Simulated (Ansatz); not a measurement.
Take Li2Se in the anti-fluorite structure (space group Fm-3m, No. 225; a = 5.945 Å) as the base.

Method: DFT with PBEsol, PAW potentials and a 420 eV plane-wave cutoff in Ansatz (a first-principles code), without spin-orbit coupling.

Base values:

| Item | Value |
|---|---|
| Electron mass | 0.61 mₑ along k, 0.31 mₑ across (at X) |
| Band gap | 2.82 eV |
| Pressure | 0.00 GPa |

The change: an isotropic linear strain of −1.50 %; the atoms relax in the strained cell.

Q: What happens to the electron mass?

A: The electron mass becomes 0.60 mₑ along k, 0.30 mₑ across (at X) (base: 0.61 mₑ along k, 0.31 mₑ across (at X)).

Q: How does this affect the energy relative to the base?

A: The energy grows by 4.1 meV/atom.

Q: How does this affect the band gap?

A: The band gap shrinks by 0.044 eV, from 2.82 eV to 2.77 eV.

Q: Predict the new pressure.

A: The pressure goes from zero to 1.74 GPa.

Effective masses come from finite differences of ±0.01 Å⁻¹. Along k means along the line from Γ to the band edge. No phonon test of stability was made.
